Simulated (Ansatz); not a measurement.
We consider LiH2N (I-4, No. 82; cell taken from a computed entry), described by LDA (Ansatz, an electronic-structure program, plane waves, PAW).

Run with plane-wave cutoff 500 eV, 12×12×12 k mesh, gaussian smearing 0.02 eV, scalar-relativistic PAW data made under PBE.

Cell (relaxed at this level):

```
LiH2N
1.0
   -2.38413     2.38413     5.01662
    2.38413    -2.38413     5.01662
    2.38413     2.38413    -5.01662
Li H N
4 8 4
Direct
  0.25000   0.75000   0.50000
  0.49108   0.99108   0.50000
  0.00892   0.50892   0.50000
  0.00000   0.00000   0.00000
  0.20068   0.43674   0.89016
  0.56326   0.45342   0.76394
  0.54658   0.31052   0.10984
  0.68948   0.79932   0.23606
  0.90427   0.57511   0.86593
  0.42489   0.29082   0.32917
  0.70918   0.03835   0.13407
  0.96165   0.09573   0.67083
  0.63782   0.12035   0.99364
  0.87965   0.87329   0.51747
  0.12671   0.64418   0.00636
  0.35582   0.36218   0.48253
```

Question: Give the computed band gap.

Answer: 
* **band gap**: 3.50 eV (on the SCF k mesh)

Note: the relaxation could not lower the start's symmetry, so the cell can be a saddle point above a distorted one.

The computed numbers hold no vibrational or temperature effects.
